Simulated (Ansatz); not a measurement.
Take TaAs in the CsCl type structure (space group Pm-3m, No. 221; a = 3.215 Å; a hypothetical phase, not in the database extracts checked; relaxed with 0.1 eV smearing) as the base. Axes: x, y, z lie along the cube axes.

(Cell as relaxed with PBE.)

Levels (all Ansatz, a quantum-chemistry and plane-wave program, PAW): PBE (420 eV, no SOC); PBEsol (420 eV, no spin-orbit coupling).

Each level relaxes its own structure.

```tsv
base	PBE	PBEsol
volume per atom	16.62 Å³	16.05 Å³
lattice parameter a	6.075 bohr	6.006 bohr
band gap	zero	zero
```

Now apply this change: compressive biaxial strain of 1.99 % in the plane normal to [111], as in epitaxy on a mismatched substrate; the out-of-plane cell vector and the atoms relax.

| quantity | PBE | PBEsol |
|---|---|---|
| mean in-plane stress (compression positive) | +8.0 GPa | +8.7 GPa |
| shortest interatomic distance | 5.177 bohr | 5.118 bohr |
| energy relative to the base (free energy F) | +16 meV/atom | +17 meV/atom |
| out-of-plane strain | +1.36 % | +1.35 % |

PBE's in-plane stress lies 0.76 GPa below PBEsol's; PBE's shortest interatomic distance lies 0.059 bohr above PBEsol's (1.2 %); PBE's energy relative to the base lies 0.9 meV/atom below PBEsol's. Neither level is exact; PBEsol is the comparison here, not a measurement.

No phonon test of stability was made. All final runs are without spin polarisation.
